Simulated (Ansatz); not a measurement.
The parent structure is C (space group Ia-3, No. 206; a = 4.449 Å; a hypothetical phase, not in the database extracts checked). Axes: x, y, z lie along the cube axes.

The change: uniaxial stress, 1 GPa compression along x, with the cell and atoms free to relax against it.

Levels (all Ansatz, a program for electronic structure, PAW): PBEsol (420 eV, without spin-orbit coupling); r2SCAN (500 eV, scalar-relativistic without spin-orbit coupling); HSE06 (420 eV, without spin-orbit coupling).

One geometry, relaxed with PBEsol, under each level:

| level | band gap | lowest conduction level above the VBM at special points | pressure |
|---|---|---|---|
| PBEsol | 2.29 eV | X 2.29 eV; U₀ 2.29 eV; Y₀ 2.29 eV; Σ₀ 2.29 eV | 0.33 GPa |
| r2SCAN | (withheld) | (withheld) | (withheld) |
| HSE06 | 3.48 eV | U₀ 3.48 eV; Y₀ 3.48 eV; Γ 6.78 eV | – |

Question: Give the withheld r2SCAN results.

Answer: 
- r2SCAN, band gap: 2.55 eV
- r2SCAN, lowest conduction level above the VBM at special points: X 2.55 eV; U₀ 2.55 eV; Y₀ 2.55 eV; Σ₀ 2.55 eV
- r2SCAN, pressure: 4.75 GPa

Single points use the geometry relaxed with PBEsol. Their cutoffs differ, which shifts pressures a little. HSE06 was sampled on its mesh, a few special points and the semilocal edge points, so its gap is an upper bound. Load acts through the strain it causes; cell and atoms are relaxed under it. Beyond what the load breaks, stability against distortions was not tested. Labels are those of the standard path for the cell's own space group.
